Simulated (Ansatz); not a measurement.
**B$_{6}$P (R-3m): band-edge transport data**

Data:

```xyz
14
Lattice="2.9848 1.7233 3.9297 -2.9848 1.7233 3.9297 0.0000 -3.4465 3.9297" Properties=species:S:1:pos:R:3 pbc="T T T"
B     -1.5930     0.9197     4.2644
B      1.5930    -0.9197     7.5246
B      0.0000    -1.8394     4.2644
B      0.0000     1.8394     7.5246
B      1.5930     0.9197     4.2644
B     -1.5930    -0.9197     7.5246
B     -0.9342     0.5394     1.3860
B      0.9342    -0.5394    10.4030
B      0.0000    -1.0787     1.3860
B      0.0000     1.0787    10.4030
B      0.9342     0.5394     1.3860
B     -0.9342    -0.5394    10.4030
P      0.0000     0.0000     4.7752
P      0.0000     0.0000     7.0138
```

Computed with PBEsol, rigid bands (plane waves, PAW, scalar-relativistic; Ansatz, an electronic-structure program). Cell: cell and atoms relaxed with PBEsol.

| Item | Value |
|---|---|
| band gap | 2.39 eV |
| electron conductivity mass (300 K, dilute) | 0.51 (x), 0.51 (y), 0.26 (z) mₑ |
| hole conductivity mass (300 K, dilute) | 1.26 (x), 1.26 (y), 0.50 (z) mₑ |
| effective density of states N_c (300 K) | 2.6e19 cm⁻³ |
| effective density of states N_v (300 K) | 2.5e20 cm⁻³ |
| density-of-states mass, electrons | 1.02 mₑ |
| density-of-states mass, holes | 4.6 mₑ |
| Seebeck coefficient, n-type 1e19 cm⁻³, 300 K | -298 μV/K |
| best n-type power factor at 300 K for τ = 10 fs (best axis; densities from 1e16 to 1e21 cm⁻³ tried, whether or not they can be reached) | 16.4 μW/(cm·K²) at 1e20 cm⁻³ |
| Seebeck coefficient, p-type 1e19 cm⁻³, 300 K | 468 μV/K |
| best p-type power factor at 300 K for τ = 10 fs (best axis; densities from 1e16 to 1e21 cm⁻³ tried, whether or not they can be reached) | 53 μW/(cm·K²) at 3e20 cm⁻³ |

Rigid bands; masses and Seebeck coefficients take one relaxation time τ for all states and one kind of carrier; polarons and phonon drag are left out. Spin-orbit coupling is left out; where it splits the top of the valence band, N_v and the p-type Seebeck coefficient come out somewhat high without it.

Computed structure with no diffraction record at hand here (it may be known, metastable or hypothetical): B6P (R-3m).
